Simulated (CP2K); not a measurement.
CP2K run on a (001) slab of MgO (cut from a parent of space group no. 225; 8 atoms in the cell): self-consistent single point.

Method of the run: CP2K with PBE, GPW, DZVP-MOLOPT-SR-GTH basis, GTH-PBE potentials (GTH_POTENTIALS).

The change in words: vacuum of 6 angstrom (first run: 14 Å); SURFACE_DIPOLE_CORRECTION: default → T. Reference geometry:
```xyz
8
Lattice="2.9680 0.0000 0.0000 -2.9680 2.9680 0.0000 0.0000 0.0000 20.2960" Properties=species:S:1:pos:R:3 pbc="T T T"
Mg     0.0000     0.0000     9.0987
Mg    -1.4840     1.4840     7.0000
Mg     0.0000     0.0000    13.2960
Mg    -1.4840     1.4840    11.1974
O     -1.4840     1.4840     9.0987
O      0.0000     0.0000     7.0000
O     -1.4840     1.4840    13.2960
O      0.0000     0.0000    11.1974
```

Reference input (self-consistent single point, DFT PBE, GPW, DZVP-MOLOPT-SR-GTH basis, GTH-PBE potentials (GTH_POTENTIALS)): CUTOFF = 1000 Ry; REL_CUTOFF = 50 Ry; SMEAR/METHOD = FERMI_DIRAC; ELECTRONIC_TEMPERATURE = 232.09 K; KPOINTS/SCHEME = MONKHORST-PACK 5 5 1; XC_FUNCTIONAL = PBE; Mg/BASIS_SET = DZVP-MOLOPT-SR-GTH-q10; Mg/POTENTIAL = GTH-PBE-q10; O/BASIS_SET = DZVP-MOLOPT-SR-GTH-q6; O/POTENTIAL = GTH-PBE-q6; METHOD = GPW; EPS_DEFAULT = 1e-10. This run's input differs from it in these lines:

```diff
@@ -11,2 +11,4 @@
     POTENTIAL_FILE_NAME GTH_POTENTIALS
+    SURFACE_DIPOLE_CORRECTION T
+    SURF_DIP_DIR Z
     &QS
@@ -65,3 +67,3 @@
       B -2.96798900 2.96798900 0.00000000
-      C 0.00000000 0.00000000 20.29598200
+      C 0.00000000 0.00000000 12.29597600
       PERIODIC XYZ
@@ -70,10 +72,10 @@
       SCALED
-      Mg       0.00000000     0.00000000     0.44830000
-      Mg       0.00000000     0.50000000     0.34489600
-      Mg       0.00000000     0.00000000     0.65510400
-      Mg       0.00000000     0.50000000     0.55170500
-      O        0.00000000     0.50000000     0.44830000
-      O        0.00000000     0.00000000     0.34489600
-      O        0.00000000     0.50000000     0.65510400
-      O        0.00000000     0.00000000     0.55170500
+      Mg       0.00000000     0.00000000     0.41466300
+      Mg       0.00000000     0.50000000     0.24398200
+      Mg       0.00000000     0.00000000     0.75601800
+      Mg       0.00000000     0.50000000     0.58534500
+      O        0.00000000     0.50000000     0.41466300
+      O        0.00000000     0.00000000     0.24398200
+      O        0.00000000     0.50000000     0.75601800
+      O        0.00000000     0.00000000     0.58534500
     &END COORD
```

Output, abridged:

```
 SCF WAVEFUNCTION OPTIMIZATION

  Step     Update method      Time    Convergence         Total energy    Change

 *******************************************************************************
 *   ___                                                                       *
 *  /   \                                                                      *
 * [ABORT]                                                                     *
 *  \___/       Dipole correction needs more vacuum space above the surface    *
 *    |                                                                        *
   [... lines left out ...]
 * / \                                                    surface_dipole.F:207 *
 *******************************************************************************

 ===== Routine Calling Stack =====

            9 calc_dipsurf_potential
            8 qs_ks_build_kohn_sham_matrix
            7 rebuild_ks_matrix
            6 qs_ks_update_qs_env
            5 scf_env_do_scf_inner_loop
            4 scf_env_do_scf
            3 qs_energies
            2 qs_forces
            1 CP2K
Abort(1) on node 0 (rank 0 in comm 0): application called MPI_Abort(MPI_COMM_WORLD, 1) - process 0
```

The program stopped with an error. 

The starting cell has typed, rounded lattice constants, without a prior relaxation at this level. The slab is cut from that crystal, and its faces are unrelaxed. Its lattice was rescaled by up to half a per cent. Values carry the incompleteness of an atom-centred basis.
